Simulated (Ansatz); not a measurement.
System: Be₅Au (F-43m, No. 216). Method: r²SCAN-D4 (plane waves, PAW; Ansatz, a first-principles code).

Run with plane-wave cutoff 560 eV, 16×16×16 k mesh, Fermi–Dirac smearing 0.05 eV, scalar-relativistic PAW data made under PBE.

Equation-of-state points:

```tsv
V (Å³/atom)	E − E_lowest (meV/atom)	P (GPa)
8.997	7.37	6.51
9.185	1.79	3.10
9.372	0.00	0.01
9.560	1.66	-2.80
9.747	6.44	-5.34
```

Q: Estimate the bulk modulus from the pressures at 9.185 and 9.560 Å³/atom, and compare it with a fit to all energies.

A: B = −V dP/dV. Between V = 9.185 and 9.560 Å³/atom, dP/dV = (-2.80 − (3.10))/(9.560 − 9.185) = -15.7 GPa per Å³/atom; at the midpoint 9.373 Å³/atom this gives B ≈ 147 GPa. The third-order Birch–Murnaghan fit gives V0 = 9.373 Å³/atom, B0 = 147 GPa, B′ = 3.9, which lies within 1 % of that estimate.

Spin–orbit coupling is not included; it can shift volumes and moduli of such heavy elements.

Static lattice: no zero-point or thermal effects.
